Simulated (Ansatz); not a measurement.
The starting structures come from a database of crystals and need not be the phases stable at ambient conditions.

Inside the gap of an insulator the Bloch states are evanescent, with a wavenumber k + iκ along the transport direction.

Consider the following.

```
CELL_PARAMETERS angstrom
      7.28952     0.00000     0.00000
      0.00000     7.57761     0.00000
      3.64476    -3.78881     3.78881
ATOMIC_POSITIONS crystal
  Rb 0.50000 0.00000 0.00000
  Rb 0.25000 0.50000 0.00000
  H  0.01233 0.61267 0.72534
  H  0.37500 0.88733 0.50000
  H  0.73767 0.38733 0.27466
  H  0.87500 0.11267 0.50000
  P  0.00000 0.00000 0.00000
  P  0.75000 0.50000 0.00000
  O  0.02057 0.76670 0.71531
  O  0.21273 0.05139 0.81809
  O  0.73588 0.23330 0.28469
  O  0.03082 0.94861 0.18191
  O  0.01412 0.44861 0.71531
  O  0.71918 0.26670 0.81809
  O  0.72943 0.55139 0.28469
  O  0.53727 0.73330 0.18191
```

Space group of this cell: I-42d. The cell was relaxed by PBE-D3(BJ); by PBEsol its mean pressure is -0.8 GPa.

Transport runs along the normal of the first two printed cell vectors, the (100) plane of the conventional cell.

No gap correction and no spin-orbit coupling; mid-gap values are interpolated between computed energies.

Estimate the band gap and the smallest decay constant κ at mid-gap that Ansatz (a program for electronic structure) with PBEsol returns for this system.

Gap 5.51 eV on a 8×8×8 mesh; κ = 0.464 1/Å, at the zone centre.
